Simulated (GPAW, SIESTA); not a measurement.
A SIESTA input for a self-consistent single point of BaTe (Fm-3m, 2 atoms in the cell) (DFT, GGA PBE, numerical atomic orbitals TZP, PseudoDojo PBE standard norm-conserving potentials (rewritten from UPF to PSML)):

```
# files in the folder: Ba.psml Te.psml (PseudoDojo PBE standard)
SystemName  BaTe
SystemLabel bate

NumberOfAtoms                2
NumberOfSpecies              2
%block ChemicalSpeciesLabel
  1 56 Ba
  2 52 Te
%endblock ChemicalSpeciesLabel
LatticeConstant              1.0 Bohr
%block LatticeVectors
     0.000000000    6.550881120    6.550881120
     6.550881120    0.000000000    6.550881120
     6.550881120    6.550881120    0.000000000
%endblock LatticeVectors
AtomicCoordinatesFormat      ScaledCartesian
%block AtomicCoordinatesAndAtomicSpecies
     0.000000000    0.000000000    0.000000000  1
     6.550881120    6.550881120    6.550881120  2
%endblock AtomicCoordinatesAndAtomicSpecies

XC.functional                GGA
XC.authors                   PBE
PAO.BasisSize                TZP
PAO.EnergyShift              0.01 Ry
MeshCutoff                   350 Ry
%block kgrid.MonkhorstPack
    6   0   0  0.0
    0   6   0  0.0
    0   0   6  0.0
%endblock kgrid.MonkhorstPack
OccupationFunction           FD
ElectronicTemperature        0.05 eV

MaxSCFIterations             150
SCF.Mixer.Method             Broyden
SCF.Mixer.Weight             0.25
SCF.Mixer.History            8
SCF.DM.Tolerance             1.0E-05
Diag.ParallelOverK           true
WriteForces                  true
```

Translate this input to GPAW.

This is the input that was run; spellings and numerical settings could be chosen otherwise.

```python
from ase import Atoms
from ase.units import GPa
from gpaw import GPAW

atoms = Atoms(['Ba', 'Te'],
              cell=[[0.000000, 3.466577, 3.466577],
                    [3.466577, 0.000000, 3.466577],
                    [3.466577, 3.466577, 0.000000]],
              scaled_positions=[[0.000000, 0.000000, 0.000000],
                                [0.500000, 0.500000, 0.500000]],
              pbc=True)

calc = GPAW(mode={'name': 'pw', 'ecut': 600},
            xc='PBE',
            kpts={'size': (6, 6, 6), 'gamma': True},
            occupations={'name': 'fermi-dirac', 'width': 0.05},
            nbands=-8,
            convergence={'density': 1e-05, 'bands': -6},
            symmetry={'symmorphic': False, 'tolerance': 0.0005},
            maxiter=150)

atoms.calc = calc

energy = atoms.get_potential_energy()
print('Energy (eV):', round(energy, 6))
forces = atoms.get_forces()
print('Forces (eV/Ang):')
print(forces.round(5))
stress = atoms.get_stress()
print('Stress (GPa, Voigt):', (stress / GPa).round(4))
```

Basis, cutoffs, solver keys and any potentials are the target program's own. This input uses DFT PBE, plane waves, GPAW PAW datasets PBE (gpaw-data 1.0.1). Both were run: pressure 2.69 GPa in SIESTA and 2.03 in GPAW; gap on the mesh 2.759 eV in SIESTA and 1.477 in GPAW.

On GPAW: the starting cell comes from a database of computed structures (which also holds hypothetical and non-ambient phases and stackings), without a prior relaxation at this level. Its lattice was rescaled by a random factor within 2.5 % of one. Spin-orbit coupling is off.

On SIESTA: the starting cell comes from a database of computed structures (which also holds hypothetical and non-ambient phases and stackings), without a prior relaxation at this level. Its lattice was rescaled by a random factor within 2.5 % of one. Spin-orbit coupling is off. Values carry the incompleteness of an atom-centred basis. The basis of the alkali or alkaline-earth atoms may lack their empty d shell, which can raise the gap.
